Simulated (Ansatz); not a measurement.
**Pd: response to strain**

Consider Pd in the fcc (Cu type) structure (space group Fm-3m, No. 225; relaxed with 0.1 eV smearing).

```
Pd
1.0
    0.00000     1.93885     1.93885
    1.93885     0.00000     1.93885
    1.93885     1.93885     0.00000
Pd
1
Cartesian
  0.00000   0.00000   0.00000
```

Cartesian axes are those of the cell as printed.

Strains are applied to the cell and any free atomic positions relax; under biaxial strain the out-of-plane vector relaxes too.

Calculations: PBEsol/PAW in Ansatz (a program for electronic structure), scalar-relativistic without spin-orbit coupling.

Notes on the quantities. energy relative to the base: free energy F.

```tsv
biaxial strain, plane normal [001], relaxed out of plane (%)	energy relative to the base (meV/atom)
0	0.0
0.5	?
1	1.4
1.5	3.0
2	5.2
2.5	7.8
3	10.7
```

Q: Fit ΔE = Aε² + Bε³ (ε in %) to the rows shown and predict the withheld row.

A: Least squares on the printed values gives A = 1.51 and B = -0.11 meV/atom (largest residual 0.0 meV/atom); this predicts 0.4 meV/atom, and the run gives 0.4 meV/atom, in agreement.

No phonon test of stability was made. The final runs are not spin-polarised.
